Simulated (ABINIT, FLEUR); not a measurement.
A FLEUR input for a self-consistent single point of PbO (P4/nmm, 4 atoms in the cell) (DFT, PBE, all-electron FLAPW (FLEUR), scalar-relativistic valence):

Input of the input generator:

```
PbO
&input film=f /
7.3706877765 0.0000000000 0.0000000000
0.0000000000 7.3706877765 0.0000000000
0.0000000000 0.0000000000 9.2966966427
1.0
1.0 1.0 1.0

4
82 0.5000000000 0.0000000000 0.7650000000
82 0.0000000000 0.5000000000 0.2350000000
8 0.5000000000 0.5000000000 0.0000000000
8 0.0000000000 0.0000000000 0.0000000000

&comp jspins=1 /
&kpt div1=6 div2=6 div3=5 gamma=t /
&end /
```

```xml
<?xml version="1.0" encoding="UTF-8" standalone="no"?>
<fleurInput fleurInputVersion="0.39">
   <comment>
      PbO                                                                                                 
   </comment>
   <calculationSetup>
      <cutoffs Kmax="4.1" Gmax="12.3" GmaxXC="12.3" numbands="0"/>
      <scfLoop itmax="100" minDistance="0.00001" maxIterBroyd="40" imix="Anderson" alpha="0.05" precondParam="0.0" spinf="2.0"/>
      <coreElectrons ctail="T" frcor="F" kcrel="0" coretail_lmax="0"/>
      <xcFunctional name="pbe" relativisticCorrections="F"/>
      <magnetism jspins="1"/>
      <soc l_soc="F" theta="0.0" phi="0.0" spav="F"/>
      <expertModes spex="0" secvar="F"/>
      <geometryOptimization l_f="T" forcealpha="1.0" forcemix="BFGS" epsdisp="0.00001" epsforce="0.00001"/>
      <ldaU l_linMix="F" mixParam="0.05" spinf="1.0"/>
   </calculationSetup>
   <cell>
      <bzIntegration valenceElectrons="40.0" mode="hist" fermiSmearingEnergy="0.00183747">
         <kPointListSelection listName="default-1"/>
         <!-- k-points included here -->
         <xi:include xmlns:xi="http://www.w3.org/2001/XInclude" href="kpts.xml"> </xi:include>
      </bzIntegration>
      <!-- symmetry operations included here -->
      <xi:include xmlns:xi="http://www.w3.org/2001/XInclude" href="sym.xml"> </xi:include>
      <bulkLattice scale="1.0">
         <bravaisMatrix>
            <row-1>    7.3706877764999996     0.0000000000000000     0.0000000000000000</row-1>
            <row-2>    0.0000000000000000     7.3706877764999996     0.0000000000000000</row-2>
            <row-3>    0.0000000000000000     0.0000000000000000     9.2966966427000006</row-3>
         </bravaisMatrix>
      </bulkLattice>
   </cell>
   <atomSpecies>
      <species name="Lead (Pb)" element="Pb" atomicNumber="82">
         <mtSphere radius="2.61" gridPoints="899" logIncrement="0.015"/>
         <atomicCutoffs lmax="10" lnonsphr="8"/>
         <electronConfig flipSpins="F">
            <coreConfig>(1s1/2) (2s1/2) (2p1/2) (2p3/2) (3s1/2) (3p1/2) (3p3/2) (4s1/2) (3d3/2) (3d5/2) (4p1/2) (4p3/2) (5s1/2) (4d3/2) (4d5/2) (4f5/2) (4f7/2) (5p1/2) (5p3/2)</coreConfig>
            <valenceConfig>(6s1/2) (5d3/2) (5d5/2) (6p1/2) (6p3/2)</valenceConfig>
            <stateOccupation state="(6p1/2)" spinUp="0.3333333333333" spinDown="0.3333333333333"/>
            <stateOccupation state="(6p3/2)" spinUp="0.6666666666667" spinDown="0.6666666666667"/>
         </electronConfig>
         <energyParameters s="6" p="6" d="6" f="5"/>
         <lo type="SCLO" l="2" n="5" eDeriv="0"/>
      </species>
      <species name="Oxygen (O)" element="O" atomicNumber="8">
         <mtSphere radius="1.47" gridPoints="509" logIncrement="0.021"/>
         <atomicCutoffs lmax="6" lnonsphr="4"/>
         <electronConfig flipSpins="F">
            <coreConfig>(1s1/2)</coreConfig>
            <valenceConfig>(2s1/2) (2p1/2) (2p3/2)</valenceConfig>
            <stateOccupation state="(2p1/2)" spinUp="0.6666666666667" spinDown="0.6666666666667"/>
            <stateOccupation state="(2p3/2)" spinUp="1.3333333333333" spinDown="1.3333333333333"/>
         </electronConfig>
         <energyParameters s="2" p="2" d="3" f="4"/>
      </species>
   </atomSpecies>
   <atomGroups>
      <atomGroup species="Lead (Pb)">
         <relPos label="                   1">1.000/4.000 -1.000/4.000 -.2350000000</relPos>
         <relPos label="                   2">-1.000/4.000 1.000/4.000 .2350000000</relPos>
         <force calculate="T" relaxXYZ="TTT"/>
      </atomGroup>
      <atomGroup species="Oxygen (O)">
         <relPos label="                   3">1.000/4.000 1.000/4.000 .0000000000</relPos>
         <relPos label="                   4">-1.000/4.000 -1.000/4.000 .0000000000</relPos>
         <force calculate="T" relaxXYZ="TTT"/>
      </atomGroup>
   </atomGroups>
   <output dos="F" band="F" slice="F">
      <checks vchk="F" cdinf="F"/>
      <bandDOS minEnergy="-.5*Htr" maxEnergy="0.5*Htr" sigma="0.015" storeEVData="T"/>
      <vacuumDOS vacdos="F" integ="F" star="F" nstars="0" locx1="0.0" locy1="0.0" locx2="0.0" locy2="0.0" nstm="0" tworkf="0.0"/>
      <unfoldingBand unfoldBand="F" supercellX="1" supercellY="1" supercellZ="1"/>
      <plotting iplot="0" polar="F">
         <plot TwoD="T" vec1="  1.0  0.0  0.0" vec2="  0.0  1.0  0.0" vec3="  0.0  0.0  1.0" zero="  0.0  0.0  0.0" file="plot"/>
      </plotting>
      <chargeDensitySlicing numkpt="0" minEigenval="0.0" maxEigenval="0.0" nnne="0" pallst="F"/>
      <specialOutput eonly="F"/>
      <magneticCircularDichroism mcd="F" energyLo="-10.0" energyUp="0.0"/>
   </output>
  <!-- We include the file relax.xml here to enable relaxations (see documentation) -->
  <xi:include xmlns:xi="http://www.w3.org/2001/XInclude" href="relax.xml"> <xi:fallback/> </xi:include>
</fleurInput>
```

Question: Write the same calculation as an input for ABINIT.

Answer: One input that does it (others would too):

```
# PbO, PseudoDojo nc-sr-05 PBE standard
pp_dirpath "./"
pseudos "Pb.upf, O.upf"
acell 3.9004000000 3.9004000000 4.9196000000 Angstrom
rprim
         1.0000000000    0.0000000000    0.0000000000
         0.0000000000    1.0000000000    0.0000000000
         0.0000000000    0.0000000000    1.0000000000
natom 4
ntypat 2
znucl 82 8
typat 1 1 2 2
xred
         0.5000000000    0.0000000000    0.7650000000
         0.0000000000    0.5000000000    0.2350000000
         0.5000000000    0.5000000000    0.0000000000
         0.0000000000    0.0000000000    0.0000000000
ecut 1143 eV
occopt 3
tsmear 0.00183747
nband 27
kptopt 1
ngkpt 6 6 5
nshiftk 1
shiftk 0 0 0
nstep 60
tolvrs 1.0e-11
prtwf 0
prtden 0
enunit 2
```

Basis settings and potentials, where a program has them, do not carry over. This input uses DFT, PBE, plane waves, norm-conserving pseudopotentials (PseudoDojo nc-sr-05 PBE standard).

The starting cell has typed, rounded lattice constants, without a prior relaxation at this level. For this run, on top of that: lattice scaled by 0.98.
